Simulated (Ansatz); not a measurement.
Start from MgO in the rock salt structure (space group Fm-3m, No. 225; a = 4.2149 Å). Axes: x, y, z lie along the cube axes.

Level of theory: PBEsol (Ansatz, a quantum-chemistry and plane-wave program, PAW, scalar-relativistic without spin-orbit coupling), earlier PAW set.

Before the change:

The band gap comes out as 4.62 eV and the valence-band top at Γ comes out as 0.00, 0.00, 0.00 eV. The shortest interatomic distance comes out as 210.7 pm.

Now apply this change: strain tensor (xx, yy, zz, yz, xz, xy) = (+0.73, +1.41, −0.27, +0.52, −1.15, −1.47) %, atoms relaxed at fixed cell.

### Question
Estimate the effect on the band gap.

### Answer
The band gap drops by 0.32 eV to 4.30 eV.

### Question
Estimate the effect on the valence-band top at Γ.

### Answer
The valence-band top at Γ (three highest levels, from the VBM) changes from 0.00, 0.00, 0.00 eV to 0.00, -0.09, -0.29 eV.

### Question
What happens to the stress?

### Answer
The stress (xx, yy, zz, yz, xz, xy; compression positive) amounts to (-2.84, -4.09, -1.10, -1.65, 3.37, 4.08) GPa.

### Question
Predict the new energy relative to the base.

### Answer
The energy goes up by 8.5 meV/atom.

### Question
What does the calculation give for the shortest interatomic distance after the change?

### Answer
The shortest interatomic distance drops by 0.55 pm (210.7 pm → 210.2 pm).

No phonon test of stability was made.
